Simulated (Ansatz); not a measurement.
L1₂ (Cu3Au-type) Al3Sc, treated with PBE (Ansatz, a program for electronic structure, PAW).

Numerical settings: plane-wave cutoff 520 eV, 14×14×14 k mesh, Fermi–Dirac smearing 0.05 eV, scalar-relativistic PAW data made under PBE.

A third-order Birch–Murnaghan fit to the energies gives V0 = 17.304 Å³/atom, B0 = 86.6 GPa, B′ = 4.2.

```
V (Å³/atom)  P (GPa)
-----------  -------
16.266          6.09
16.612             …
16.958          1.83
17.304          0.00
17.650             …
17.996             …
18.342         -4.46
```

Question: Estimate the withheld pressures from this fit; the answers are the runs' own values.

Answer: 
- 16.612, P (GPa): 3.85
- 17.650, P (GPa): -1.64
- 17.996, P (GPa): -3.13

The formula P = (3/2) B0 (x^(7/3) − x^(5/3)) [1 + (3/4)(B′ − 4)(x^(2/3) − 1)] with x = V0/V meets the computed pressures within 0.02 GPa when these rounded values are put in.

Measured, for comparison: bulk modulus 91.5 ± 1 GPa (298 K, not corrected to a static lattice, polycrystal; as tabulated in A Combined Experimental and First-Principles Based Assessment of …); equilibrium volume per atom 17.27 Å³/atom (room temperature, not corrected to a static lattice; as tabulated in A Combined Experimental and First-Principles Based Assessment of …). Computed less measured: bulk modulus -5 %, equilibrium volume per atom +0.2 %.
